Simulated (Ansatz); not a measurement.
Consider Sc in the hcp (Mg type) structure (space group P6_3/mmc, No. 194; a = 3.2754 Å, c = 5.1051 Å; relaxed with 0.1 eV smearing).

Now apply this change: an isotropic linear strain of +2.12 %, atoms relaxed at fixed cell.

Levels (all Ansatz, a first-principles code, PAW): PBEsol (420 eV, spin-orbit coupling left out); r2SCAN (500 eV, no spin-orbit coupling).

The geometry is relaxed with PBEsol.

- PBEsol pressure: -3.2 GPa

Task: How does going to r2SCAN change the pressure?

Result: The pressure grows by 2.6 GPa (-3.2 GPa → -0.6 GPa).

Single points use the geometry relaxed with PBEsol. Their cutoffs differ, which shifts pressures a little. No phonon test of stability was made. All final runs are without spin polarisation.
